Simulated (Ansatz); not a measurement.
Hypothetical P6_422 GaN, response to strain

Take GaN (space group P6_422, No. 181; a = 3.125 Å, c = 7.359 Å; a hypothetical phase, not in the database extracts checked) as the base. Axes: x lies along a and z along c of the hexagonal cell.

Strains are applied to the cell and any free atomic positions relax.

Level of theory: plane-wave PAW DFT at the PBEsol level (Ansatz, a first-principles code, 420 eV), no spin-orbit coupling.

```tsv
variant	smallest direct gap	volume per atom	band gap
base	1.49 eV	10.37 Å³	1.47 eV
isotropic strain +4.69 %	–	11.90 Å³	___
uniaxial strain ε_xx = +5.06 %	0.93 eV	10.90 Å³	0.92 eV
uniaxial strain ε_zz = −2.09 %	1.58 eV	10.16 Å³	1.57 eV
tensor shear ε_yz = +0.85 %	1.49 eV	10.37 Å³	1.47 eV
```

Task: Complete the table.

Result: 
- isotropic strain +4.69 %, band gap: 0.31 eV

Stability against distortions was not tested. The base started in P3_121 and relaxed to P6_422 at this level.
